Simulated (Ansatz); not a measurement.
Quick settings and what they miss: TiAl (P4/mmm, 2 atoms in the cell)

Self-consistent single point.

```
CELL_PARAMETERS angstrom
      2.80513     0.00000     0.00000
      0.00000     2.80513     0.00000
      0.00000     0.00000     4.05829
ATOMIC_POSITIONS crystal
  Ti 0.50000 0.50000 0.50000
  Al 0.00000 0.00000 0.00000
```

Method of the run: LDA (PW92), PAW files made with PBE (plane waves; Ansatz, an electronic-structure program).

Base settings: basis.ecutwfc = 420 eV; kpoints.mp_grid.grid = 15 15 11; hamiltonian.xc = lda; hamiltonian.pseudopotentials = {kind: paw} (the program's default PAW files); scf.occupations.method = cold; scf.occupations.width = 0.136 eV.

Tight run (finer mesh or higher cutoff; not a proven limit): basis.ecutwfc: 420 eV → 590 eV; kpoints.mp_grid.grid: 15 15 11 → 21 21 15; scf.convergence.dr2_threshold: default (1e-07 eV) → 1e-09 eV. It gave Fermi level (on the code's own zero) 10.85 eV; pressure -5.06 GPa.

Quick runs, as changes from the base:
- A: the base itself
- B: basis.ecutwfc: 420 eV → 250 eV; kpoints.mp_grid.grid: 15 15 11 → 6 6 6; hamiltonian.xc: lda → pbesol; kpoints.mp_grid.shift: default → 0.5 0.5 0.5 [PBEsol]
- C: basis.ecutwfc: 420 eV → 210 eV; kpoints.mp_grid.grid: 15 15 11 → 8 8 8; hamiltonian.xc: lda → pbesol; scf.occupations.method: cold → gaussian; scf.occupations.width: 0.136 eV → 0.5 eV [PBEsol]
- D: kpoints.mp_grid.grid: 15 15 11 → 4 4 4
- E: basis.ecutwfc: 420 eV → 250 eV; kpoints.mp_grid.grid: 15 15 11 → 3 3 3; scf.occupations.method: cold → gaussian; scf.occupations.width: 0.136 eV → 0.272 eV; kpoints.mp_grid.shift: default → 0.5 0.5 0.5; scf.convergence.dr2_threshold: default (1e-07 eV) → 0.001 eV
- F: basis.ecutwfc: 420 eV → 210 eV; kpoints.mp_grid.grid: 15 15 11 → 4 4 4; kpoints.mp_grid.shift: default → 0.5 0.5 0.5

Energies are extrapolated to zero smearing width, which holds to low order in the width alone.

Dashes: energy of B, C, another energy zero.

† marks runs with another functional, U, potentials or spin treatment: their distance from the tight run is not a convergence error alone.

The count of work is k-points × plane waves × bands × iterations; it is no time. 

Pressures in the table are Ansatz's without its Pulay estimate, at a fixed set of plane waves; the tight run's value above holds the estimate.

The starting cell comes from a database of computed structures (which also holds hypothetical and non-ambient phases and stackings), without a prior relaxation at this level. Its lattice was rescaled by a random factor within 2.5 % of one. Spin polarisation is off. In the base run, with a pressure of about -5 GPa the cell is away from its equilibrium volume at this level.

| run | energy less tight (meV/atom) | pressure less tight (GPa) | count of work / tight |
|---|---|---|---|
| A | 0.4 | -0.01 | 0.22 |
| B† | – | -14.30 | 0.0085 |
| C† | – | -55.38 | 0.027 |
| D | 44.3 | 0.04 | 0.016 |
| E | 371.2 | -16.47 | 0.0024 |
| F | 1260.4 | -60.66 | 0.0022 |

Among the runs at the tight run's level, the energy misses run from 0.4 to 1260.4 meV/atom.

Keys are those of Ansatz 0.2.
